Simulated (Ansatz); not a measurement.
# CdTe under load (space group R3m): band-edge transport data

Given:

```xyz
2
Lattice="0.1312 3.3333 3.3333 3.3333 0.1312 3.3333 3.3333 3.3333 0.1312" Properties=species:S:1:pos:R:3 pbc="T T T"
Cd     0.0239     0.0239     0.0239
Te     1.6755     1.6755     1.6755
```

The numbers are results of r2SCAN with spin-orbit coupling, rigid bands (plane waves, PAW; Ansatz, a first-principles code), not measurements. Condition of this run: uniaxial stress along [111] of -2.5 GPa (compression positive) (the target of the relaxation). Cell: cell and atoms relaxed with PBEsol, then loaded as said.

```yaml
band_gap: 0.78 eV
electron conductivity mass (300 K, dilute): 0.096 mₑ
hole conductivity mass (300 K, dilute): 0.31 mₑ
effective density of states N_c (300 K): 6.8e17 cm⁻³
effective density of states N_v (300 K): 5.5e18 cm⁻³
density_of_states_mass_electrons: 0.090 mₑ
density_of_states_mass_holes: 0.36 mₑ
Seebeck coefficient, n-type 1e19 cm⁻³, 300 K: -62 μV/K
Seebeck coefficient, p-type 1e19 cm⁻³, 300 K: 187 μV/K
best p-type power factor at 300 K for τ = 10 fs (best axis; densities from 1e16 to 1e21 cm⁻³ tried, whether or not they can be reached): 4.5 μW/(cm·K²) at 3e20 cm⁻³
```

Rigid bands; masses and Seebeck coefficients take one relaxation time τ for all states and one kind of carrier; polarons and phonon drag are left out. Geometry: cell and atoms relaxed with PBEsol.
